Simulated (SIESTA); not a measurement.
A working SIESTA input for BaIn₂Ir (Cmcm, 8 atoms in the cell) (DFT, GGA PBEsol, numerical atomic orbitals DZP, PseudoDojo PBEsol standard norm-conserving potentials (rewritten from UPF to PSML)):

```
# files in the folder: Ba.psml In.psml Ir.psml (PseudoDojo PBEsol standard)
SystemName  BaIn2Ir
SystemLabel BaIn2Ir

NumberOfAtoms                8
NumberOfSpecies              3
%block ChemicalSpeciesLabel
  1 56 Ba
  2 49 In
  3 77 Ir
%endblock ChemicalSpeciesLabel
LatticeConstant              1.0 Bohr
%block LatticeVectors
     4.292873830  -11.149076110    0.000000000
     4.292873830   11.149076110    0.000000000
     0.000000000    0.000000000   15.610449259
%endblock LatticeVectors
AtomicCoordinatesFormat      Ang
%block AtomicCoordinatesAndAtomicSpecies
     2.271691000   -5.260176672    2.065173500  1
     2.271691000    5.260176672    6.195520500  1
     2.271691000   -1.932904598    0.454090349  2
     2.271691000    1.932904598    4.584437349  2
     2.271691000    1.932904598    7.806603651  2
     2.271691000   -1.932904598    3.676256651  2
     2.271691000    3.319956277    2.065173500  3
     2.271691000   -3.319956277    6.195520500  3
%endblock AtomicCoordinatesAndAtomicSpecies

XC.functional                GGA
XC.authors                   PBEsol
PAO.BasisSize                DZP
PAO.EnergyShift              0.005 Ry
MeshCutoff                   350 Ry
%block kgrid.MonkhorstPack
    4   0   0  0.0
    0   4   0  0.0
    0   0   3  0.0
%endblock kgrid.MonkhorstPack
OccupationFunction           FD
ElectronicTemperature        1160.45 K

MaxSCFIterations             150
SCF.Mixer.Method             Broyden
SCF.Mixer.Weight             0.2
SCF.Mixer.History            6
SCF.DM.Tolerance             1.0E-04
Diag.ParallelOverK           true
WriteForces                  true
```

The run converged in 16 iterations: free energy E − TS -14987.2281 eV; Fermi level (on the code's own zero) -4.45 eV; pressure -1.80 GPa; largest force (vector length) 0.417 eV/Å. Each of these slips is then made, one at a time:

(1)
```diff
-NumberOfAtoms                8
+NumberOfAtoms                9
```

(2)
```diff
+PAO.SplitNorm                0.001
+PAO.SplitTailNorm            false
```

Problem. How does each altered input end?

Solution. 
(1) An atom count that does not match the list of atoms. The program stopped before any SCF iteration.

(2) A split norm that is too small. The run converged in 30 iterations without an error; against the sound input the free energy rises by 58.0 meV/atom, the pressure goes from -1.80 to -1.24 GPa and the largest force goes from 0.417 to 0.329 eV/Å. The full log also holds: “* WARNING: effective split_norm is quite small. Orbitals will be very similar.”.

The starting cell comes from a database of published, mostly measured structures (it also holds non-ambient and calculated ones), without a prior relaxation at this level. Its lattice was rescaled by a random factor within 2.5 % of one. Spin polarisation is off. Values carry the incompleteness of an atom-centred basis. Without a gap this mesh is coarse (it stands for a supercell whose shortest vector is 18 Å).

Left out of this page: 3 runs of the series outside the window shown, repeating another row's setting, or not comparable.
